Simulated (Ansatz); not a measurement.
**Response to strain in ZnO**

Consider ZnO in the wurtzite structure (space group P6_3mc, No. 186; a = 3.235 Å, c = 5.211 Å). Axes: x lies along a and z along c of the hexagonal cell.

Strains are applied to the cell and any free atomic positions relax; under biaxial strain the out-of-plane vector relaxes too; under stress the whole cell relaxes.

Level of theory: DFT with r2SCAN, PAW potentials and a 500 eV plane-wave cutoff in Ansatz (an electronic-structure program), no spin-orbit coupling, earlier PAW set.

Notes on the quantities. energy relative to the base: free energy F; pressure: mean of the normal stresses, compression positive.

```json
[
 {"variant": "base", "band gap": "1.23 eV", "energy relative to the base": "0 meV/atom", "pressure": "0.00 GPa", "electron mass": "0.19 mₑ (at Γ)", "width of the top valence band": "1.83 eV"},
 {"variant": "biaxial strain +4.48 %, plane normal [001], relaxed out of plane", "band gap": "1.26 eV", "energy relative to the base": "–", "pressure": "-5.72 GPa", "electron mass": "(withheld)", "width of the top valence band": "1.73 eV"},
 {"variant": "isotropic strain −2.94 %", "band gap": "1.36 eV", "energy relative to the base": "+47 meV/atom", "pressure": "16.30 GPa", "electron mass": "0.21 mₑ (at Γ)", "width of the top valence band": "(withheld)"},
 {"variant": "uniaxial strain ε_zz = +1.05 %", "band gap": "1.21 eV", "energy relative to the base": "(withheld)", "pressure": "-1.53 GPa", "electron mass": "–", "width of the top valence band": "1.82 eV"},
 {"variant": "uniaxial strain ε_zz = +1.38 %", "band gap": "1.20 eV", "energy relative to the base": "+1.5 meV/atom", "pressure": "-1.99 GPa", "electron mass": "0.19 mₑ (at Γ)", "width of the top valence band": "1.81 eV"},
 {"variant": "uniaxial stress, 3 GPa tension along x", "band gap": "1.20 eV", "energy relative to the base": "+2.9 meV/atom", "pressure": "–", "electron mass": "0.19 mₑ (at Γ)", "width of the top valence band": "–"}
]
```

Question: Some entries are withheld; estimate them.

Answer: 
- biaxial strain +4.48 %, plane normal [001], relaxed out of plane, electron mass: 0.20 mₑ out of plane, 0.18 mₑ in plane (at Γ)
- isotropic strain −2.94 %, width of the top valence band: 2.04 eV
- uniaxial strain ε_zz = +1.05 %, energy relative to the base: +0.9 meV/atom

Effective masses come from finite differences of ±0.01 Å⁻¹. Beyond what the load breaks, stability against distortions was not tested.
